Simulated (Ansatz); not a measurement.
**C: transverse stress against strain**

C (diamond, Fd-3m, 5.610 Å³/atom at rest, cube axes along x, y and z) under a strain ε along a cube axis (axis z), the other axes held. PBEsol in Ansatz, a plane-wave DFT program (PAW, default set), 420 eV, 16×16×16 Γ-centred mesh, Fermi-Dirac smearing 0.05 eV; ions are relaxed within the symmetry of each cell. Stress is positive for a compressed cell.

Here s stands for strain and y for stress xx.

| strain (%) | stress xx (GPa) |
|---|---|
| -3.00 | ? |
| -1.50 | 2.31 |
| -1.00 | 1.49 |
| -0.50 | 0.73 |
| 0.00 | 0.00 |
| 0.50 | -0.67 |
| 1.00 | -1.30 |
| 1.50 | -1.89 |

Question: Using a straight line, estimate the missing y at s = -3.00 from the other rows, showing the fit.

Answer: Means: s 0, y 0.096. About the means, the sum of products is -9.7900 and the sum of squares of s is 7.0000; the slope is their ratio. Least squares gives y = 0.096 - 1.3986·s. Residuals (row less fit): 0.116, -0.005, -0.065, -0.096, -0.067, 0.003, 0.112; standard error 0.094 (degrees of freedom: 5). The slope gives the elastic constant C12 = 140 ± 4 GPa. At the withheld row, y = 0.096 - 1.3986 × (-3.0) = 4.292 GPa. The calculation gives 5.06 GPa, 0.768 GPa above the prediction (11.1 % of the range of y in the table). The row lies outside the fitted rows, so this is an extrapolation. From the scatter of the fitted rows alone, a prediction at this place has a standard error of 0.146 GPa, so the miss is 5.3 times that.

One order more, fitted to all 13 runs of the series, follows each within 0.01, so the miss is the next term of a smooth law. Rows are the converged runs of the series near zero and its far end; series whose fitted rows scatter by over a few per cent of the range, as at a crossing or softening among them, aren't shown in this form. Most that stay on the fit to the last digits aren't either.
